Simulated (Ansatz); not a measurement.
Start from Cu in the fcc (Cu type) structure (space group Fm-3m, No. 225; relaxed with 0.1 eV smearing).

```
Cu
1.0
    0.00000     1.78838     1.78838
    1.78838     0.00000     1.78838
    1.78838     1.78838     0.00000
Cu
1
Cartesian
  0.00000   0.00000   0.00000
```

Cartesian axes are those of the cell as printed.

Level of theory: r2SCAN (Ansatz, an electronic-structure program, PAW, no spin-orbit coupling).

One thing is altered: biaxial strain +1.50 %, plane normal [001], relaxed out of plane (Cartesian); in-plane vectors clamped, the third vector and the atoms free.

### Question
What does the calculation give for the in-plane stress after the change?

### Answer
The mean in-plane stress (compression positive) amounts to -1.8 GPa.

### Question
What does the calculation give for the out-of-plane strain after the change?

### Answer
The out-of-plane strain amounts to -2.19 %.

No phonon test of stability was made. The final runs are not spin-polarised.
